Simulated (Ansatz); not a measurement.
This Ansatz (a program for electronic structure) input is the reference run, HfO2 in the fluorite structure (space group Fm-3m, No. 225), computed with Kohn–Sham DFT with the PBEsol functional, run in Ansatz with PAW and 420 eV plane waves, scalar-relativistic without spin-orbit coupling:

Ansatz 0.2 input:
```yaml
crystal:
  lattice:
    - [0, 2.5218789314, 2.5218789314]
    - [2.5218789314, 0, 2.5218789314]
    - [2.5218789314, 2.5218789314, 0]
  atoms:
    - { symbol: Hf, position: [0, 0, 0] }
    - { symbol: O, position: [0.25, 0.25, 0.25] }
    - { symbol: O, position: [0.75, 0.75, 0.75] }
basis: { ecutwfc: 420, ecutrho_ratio: 4, xc_grid: 2, fft_grid_basis: typed }
kpoints: { mp_grid: { grid: [11, 11, 11] } }
hamiltonian:
  xc: pbesol
  dispersion: none
  pseudopotentials: { kind: paw }
scf: { occupations: { method: fermi_dirac, width: 0.05 }, convergence: { dr2_threshold: 0.0000000003 } }
output: { forces: true, stress: true }
checkpoint: { write: state.ck, write_every: 1000 }
```

Q: Write the input for this change: biaxial strain +2.50 %, plane normal [001], relaxed out of plane (Cartesian); in-plane vectors clamped, the third vector and the atoms free.

A: 
Ansatz 0.2 input:
```yaml
crystal:
  lattice:
    - [3.6556372721, 0, 0]
    - [0, 3.6556372721, 0]
    - [1.8278186361, -1.8278186361, 2.4903554448]
  atoms:
    - { symbol: Hf, position: [0, 0, 0] }
    - { symbol: O, position: [0.75, 0.75, 0.5] }
    - { symbol: O, position: [0.25, 0.25, 0.5] }
basis: { ecutwfc: 420, ecutrho_ratio: 4, xc_grid: 2, fft_grid_basis: typed }
kpoints: { mp_grid: { grid: [11, 11, 11] } }
hamiltonian:
  xc: pbesol
  dispersion: none
  pseudopotentials: { kind: paw }
scf: { occupations: { method: fermi_dirac, width: 0.05 } }
relax: { f_tol: 0.005, max_steps: 50, cell: { stress_tol: 0.01, fix: [a, b, gamma] } }
output: { forces: true, stress: true }
checkpoint: { write: state.ck, write_every: 1000 }
```
This is the input that was run; other choices of cell and start would serve too.

Stability against distortions was not tested. This is not the structure that HfO2 has at room temperature and ambient pressure.
